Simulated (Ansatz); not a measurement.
Given:

End structure of a constructed model of the (0001) surface of hcp Zr, a layer of Au in place of the second plane (bottom of the slab: a bare face, its two planes held):

```yaml
crystal:
  lattice:
    - [3.23249, 0.00000, 0.00000]
    - [-1.61625, 2.79942, 0.00000]
    - [0.00000, 0.00000, 28.50000]
  atoms:
    - { symbol: Zr, position: [0.66667, 0.33333, 0.28145] }
    - { symbol: Zr, position: [0.33333, 0.66667, 0.37216] }
    - { symbol: Zr, position: [0.66667, 0.33333, 0.46491] }
    - { symbol: Zr, position: [0.33333, 0.66667, 0.55382] }
    - { symbol: Au, position: [0.66667, 0.33333, 0.63487] }
    - { symbol: Zr, position: [0.33333, 0.66667, 0.71413] }
```

Slab: 6 atoms, 12.5 Å thick at the start; k 13x13x1, smearing 0.1 eV, dipole-corrected; 2 atoms held, the rest relaxed; held to the start's symmetry, so lower structures may exist; no spin, no spin-orbit, no U. It is one candidate, not shown to be the stable structure of the face.

Question: Estimate the work function of the top face that PBE (Ansatz, an electronic-structure program) returns for this input.

Answer: 4.05 eV
